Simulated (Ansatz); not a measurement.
We consider SnO₂ (within 0.1 Å of P4₂/mnm, No. 136, 6 atoms in the cell; start mp-550172), described by HSE06 in Ansatz (PAW).

Run with plane-wave cutoff 500 eV, 6×6×6 k mesh, gaussian smearing 0.02 eV, scalar-relativistic PAW data made under PBE.

Cell (relaxed with r²SCAN):

```cif
data_O4Sn2
_chemical_formula_sum 'Sn2 O4'
_space_group_name_H-M_alt 'P42/mnm'
_space_group_IT_number 136
_space_group_name_Hall '-P 4n 2n'
_cell_length_a 4.75968
_cell_length_b 4.75968
_cell_length_c 3.20077
_cell_angle_alpha 90.000
_cell_angle_beta 90.000
_cell_angle_gamma 90.000
loop_
_atom_site_label
_atom_site_type_symbol
_atom_site_symmetry_multiplicity
_atom_site_Wyckoff_symbol
_atom_site_fract_x
_atom_site_fract_y
_atom_site_fract_z
_atom_site_occupancy
Sn1 Sn 2 a 0.00000 0.00000 0.00000 1
O1 O 4 f 0.30590 0.30590 0.00000 1
```

Q: What does this level give for the band gap?

A: 
* **band gap**: 2.84 eV (on the SCF k mesh)

Note: cell and atoms aren't relaxed at this level (largest force component 0.04 eV/Å, pressure -1.4 GPa).

Spin–orbit coupling is not included.

Static lattice: no zero-point or thermal effects.

A start named mp-… is a Materials Project structure, which need not be a measured phase.

Ansatz is a first-principles code.
